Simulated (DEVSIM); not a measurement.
System: W/SiON/n-Ge capacitor, at 300 K.

| layer (left to right) | material | thickness (nm) | Nd (cm⁻³) |
|---|---|---|---|
| 1 | SiON | 6.90 | - |
| 2 | Ge | 2000 | 9.1e16 |

Metal gate on the left, work function 4.6 eV. Fixed charge at the semiconductor interface 1.6e10 cm⁻² (in units of +e); no interface traps.

The device is made up for the run: typed textbook-type constants, with dimensions and the other settings drawn at random. Values at 300 K.

| parameter | SiON | Ge |
|---|---|---|
| gap (eV) | 7 | 0.664 |
| affinity (eV) | 1.4 | 4 |
| permittivity | 5.5 | 16 |
| Nc (cm⁻³) | - | 1.04e19 |
| Nv (cm⁻³) | - | 6e18 |

Model (solved in DEVSIM): 1D Poisson equation in equilibrium, Boltzmann statistics, complete ionisation; no quantum confinement or tunnelling. Metal contacts follow the ideal Schottky-Mott rule: no Fermi-level pinning, no interface dipoles.

The interface trap density was swept, all else fixed.

```json
[
 {"interface trap density (cm^-2 eV^-1)": "0", "flat-band voltage (V)": "0.47", "threshold voltage (band bending 2φF) (V)": "-0.15", "minimum of the low-frequency capacitance (μF/cm²)": "0.147"},
 {"interface trap density (cm^-2 eV^-1)": "1e10", "flat-band voltage (V)": "0.47", "threshold voltage (band bending 2φF) (V)": "-0.15", "minimum of the low-frequency capacitance (μF/cm²)": "0.148"},
 {"interface trap density (cm^-2 eV^-1)": "1e11", "flat-band voltage (V)": "0.48", "threshold voltage (band bending 2φF) (V)": "-0.15", "minimum of the low-frequency capacitance (μF/cm²)": "0.157"},
 {"interface trap density (cm^-2 eV^-1)": "3e11", "flat-band voltage (V)": "0.49", "threshold voltage (band bending 2φF) (V)": "-0.16", "minimum of the low-frequency capacitance (μF/cm²)": "0.175"},
 {"interface trap density (cm^-2 eV^-1)": "1e12", "flat-band voltage (V)": "0.52", "threshold voltage (band bending 2φF) (V)": "-0.20", "minimum of the low-frequency capacitance (μF/cm²)": "0.233"},
 {"interface trap density (cm^-2 eV^-1)": "2e12", "flat-band voltage (V)": "0.57", "threshold voltage (band bending 2φF) (V)": "?", "minimum of the low-frequency capacitance (μF/cm²)": "?"}
]
```

### Question
What belongs in the gaps?

### Answer

- 2e12, threshold voltage (band bending 2φF) (V): -0.25
- 2e12, minimum of the low-frequency capacitance (μF/cm²): 0.295
